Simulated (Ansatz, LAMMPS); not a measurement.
Si well of 8 atomic layers along [001] in random Si0.7Ge0.3, interfaces one step of a layer

Cell 16.67 × 16.67 × 44.14 Å, Si448Ge128, 576 atoms. Prepared with Tersoff's 1989 multicomponent potential (SiCGe.tersoff) (LAMMPS): minimisation. 

Computed with PBE, support functions at accuracy medium on the grid of 370 eV (norm-conserving potentials; Ansatz, a program for electronic structure).

Basis: localised support functions (accuracy medium) on a full density matrix. k-points: zone centre alone; occupations: Fermi-Dirac, 0.010 eV; spin polarisation not allowed. No spin-orbit coupling.

```json
{
 "Kohn-Sham gap of the cell on its k-mesh": "0.42 eV",
 "weight_of_the_highest_filled_level_on_the_well": "0.23",
 "weight_of_the_lowest_empty_level_on_the_well": "0.81",
 "coordination (neighbours within 2.856 Å)": "100.0 % 4-fold",
 "Ge-Ge bonds, mean ± spread": "2.470 ± 0.008 Å",
 "Ge-Si bonds, mean ± spread": "2.425 ± 0.007 Å",
 "Si-Si bonds, mean ± spread": "2.382 ± 0.007 Å",
 "bond angles, mean ± spread": "109.5° ± 1.1°",
 "pressure": "-0.78 GPa",
 "cost_of_the_final_run": "around 30 core-minutes (rough), 14 SCF iterations, 12 GiB"
}
```
